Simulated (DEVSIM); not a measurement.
Structure: Schottky contact on n-type CdTe, at 300 K.

Layer 1 from the left is CdTe, thickness (μm) 4.00, Nd (cm⁻³) 8.7e15, τn (s) 4.2e-10, τp (s) 4.2e-10.

Left contact: Schottky, work function 5.09 eV, emission velocity 7.9e6 cm/s. Right contact: ohmic. Voltage is applied to the left contact. Recombination: SRH at mid-gap, Auger. Mobility is constant in doping.

This is a model device: material constants are rounded textbook-type values typed into the input, and sizes, dopings and lifetimes were drawn at random. Values at 300 K.

CdTe: gap (eV) 1.5, affinity (eV) 4.28, permittivity 10.2, Nc (cm⁻³) 8e17, Nv (cm⁻³) 1.8e19, μn (cm²/Vs) 1000, μp (cm²/Vs) 80, Cn (cm⁶/s) 1e-30, Cp (cm⁶/s) 1e-30.

DEVSIM, 1D drift-diffusion, Boltzmann statistics, complete ionisation; no tunnelling, impact ionisation, image-force lowering or self-heating. Metal contacts follow the ideal Schottky-Mott rule: no Fermi-level pinning, no interface dipoles.

Dark forward current:

| |V| (V) | |J| (A/cm²) |
|---|---|
| 0.05 | 1.255e-7 |
| 0.10 | 9.837e-7 |
| 0.15 | 6.864e-6 |
| 0.20 | 4.714e-5 |
| 0.25 | 0.0003227 |
| 0.30 | 0.002203 |
| 0.35 | 0.01499 |
| 0.40 | 0.1015 |
| 0.45 | 0.6781 |
| 0.50 | 4.330 |
| 0.55 | 23.04 |
| 0.60 | 79.94 |
| 0.65 | 177.9 |
| 0.70 | 301.6 |
| 0.75 | 439.7 |
| 0.80 | 586.5 |
| 0.85 | 739.0 |
| 0.90 | 895.3 |
| 0.95 | 1054 |
| 1.00 | 1216 |
| 1.05 | 1379 |
| 1.10 | 1543 |
| 1.15 | 1708 |
| 1.20 | 1874 |
| 1.25 | 2041 |

Problem. Work out the local ideality factor n = ΔV / (kT/q · ln(J2/J1)) between the rows 0.15 and 0.20 V, 1.20 and 1.25 V.

Solution. kT/q = 25.85 mV. From 0.15 to 0.20 V: ln(4.714e-5/6.864e-6) = 1.927, n = 1.00, near the 1 of diffusion or emission over a barrier. From 1.20 to 1.25 V: ln(2041/1874) = 0.085, n = 22.66; the layers' resistance at their doping, Σ W/(qμN) = 0.00029 Ω cm², would take 48 mV of this step of 50 mV.

Problem. Estimate the current at 0.30 V for emission alone, J0 = q v N_band exp(−φB/kT), and read the barrier back from the simulated current.

Solution. φB = 0.810 eV, N_band = 8.00e17 cm⁻³, J0 = 2.49e-8 A/cm²; J = J0 (exp(qV/kT) − 1) = 0.00274 A/cm². The simulation gives 0.00220 A/cm²; the estimate lies 24 % above. Read backwards, the simulated current gives an apparent barrier of 0.816 eV. The estimate leaves out transport through the depletion region and minority injection.
